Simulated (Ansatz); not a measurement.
```
AsB
1.0
    0.00000     2.36609     2.36609
    2.36609     0.00000     2.36609
    2.36609     2.36609     0.00000
As B
1 1
Direct
  0.25000   0.25000   0.25000
  0.00000   0.00000   0.00000
```

### Question
List the harmonic phonon frequencies (cm⁻¹; finite displacements on a 6×6×6 mesh, LDA density-functional theory in Ansatz (plane waves, PAW), k mesh 12×12×12) at q = (0.000, 0.000, 0.167), (0.000, 0.167, -0.167), (0.000, 0.333, -0.500), in fractions of this cell's reciprocal vectors. At Γ leave out the LO-TO shift.

### Answer

- (0.000, 0.000, 0.167): 85, 85, 158, 690, 690, 706
- (0.000, 0.167, -0.167): 127, 162, 211, 670, 678, 707
- (0.000, 0.333, -0.500): 186, 222, 297, 640, 645, 728

The PAW data sets were generated under PBE and serve the other functionals too.

Ansatz is a quantum-chemistry and plane-wave program.
